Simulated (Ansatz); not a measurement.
The reference is CdTe in the zinc blende structure (space group F-43m, No. 216; a = 6.4887 Å). Axes: x, y, z lie along the cube axes.

Method: PBEsol, PAW, 420 eV (Ansatz, a first-principles code; no spin-orbit coupling).

Before the change:

| Item | Value |
|---|---|
| Band gap | 0.65 eV |
| Pressure | 0.01 GPa |

Now apply this change: biaxial strain −2.50 %, plane normal [001], relaxed out of plane (Cartesian); in-plane vectors clamped, the third vector and the atoms free.

Q: Predict the new band gap and pressure.

A: The band gap falls by 0.03 eV (0.65 eV → 0.62 eV); the pressure (mean of the normal stresses, compression positive) grows by 0.71 GPa (0.01 GPa → 0.72 GPa).

With Te present, leaving out spin-orbit coupling can change the band edges. Stability against distortions was not tested.
